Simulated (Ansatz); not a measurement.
Base system: BeSe in the zinc blende structure (space group F-43m, No. 216; a = 5.1289 Å).

Levels (all Ansatz, a first-principles code, PAW): PBEsol (420 eV, without spin-orbit coupling); HSE06+SOC (420 eV, spin-orbit coupling included).

The geometry is relaxed with PBEsol.

```
Quantity                                    Value
----------------------------  -------------------
PBEsol band gap                           2.47 eV
PBEsol valence-band top at Γ  0.00, 0.00, 0.00 eV
```

What does HSE06+SOC give at this geometry for the band gap and valence-band top at Γ?

The band gap goes up by 0.82 eV, from 2.47 eV to 3.29 eV; the valence-band top at Γ (three highest Kramers pairs, from the VBM) becomes 0.00, 0.00, -0.47 eV (PBEsol: 0.00, 0.00, 0.00 eV). The threefold valence maximum splits by Δso ≈ 0.47 eV.

Single points use the geometry relaxed with PBEsol. HSE06 was sampled on its mesh, a few special points and the semilocal edge points, so its gap is an upper bound. The spin-orbit shifts are approximate. Whether these cells are dynamically stable was not tested.
